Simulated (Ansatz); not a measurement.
## Migration barriers: interstitial O in corundum, charge state -2

Defect: interstitial O in corundum, charge state -2. These are PBE, PAW (plane waves to 420 eV; Ansatz, a first-principles code) values and carry that method's errors.

Cell of 270 host sites held at the relaxed PBE lattice; the Γ point alone; Fermi-Dirac width 0.01 eV, spin-restricted; finite-size errors left in. No zero-point or tunnelling terms. The charge state is imposed; whether it is stable for some Fermi level was not computed. Sites that were not tried may lie lower.

Barriers: single points on a 2×2×2 k-point mesh shifted by half a step along c at the bands' geometries.

```json
[
 {"Route": "a concerted move, in which O travels most", "Start site over the lowest site run (eV)": "0.00", "Hop (Å)": "1.10", "Forward barrier (eV)": "0.50", "Backward barrier (eV)": "0.50", "Neighbours at the start": "2 Al at 1.88, Al at 1.92, Al at 1.96; O at 2.18, O at 2.21, O at 2.30 Å", "Neighbours at the saddle": "Al at 1.79, Al at 1.82, Al at 1.92; O at 2.11, O at 2.20, O at 2.31 Å", "Saddle order": "not checked", "Forward, on the band's own sampling (eV)": "0.50"}
]
```

Paths come from CI-NEB runs.
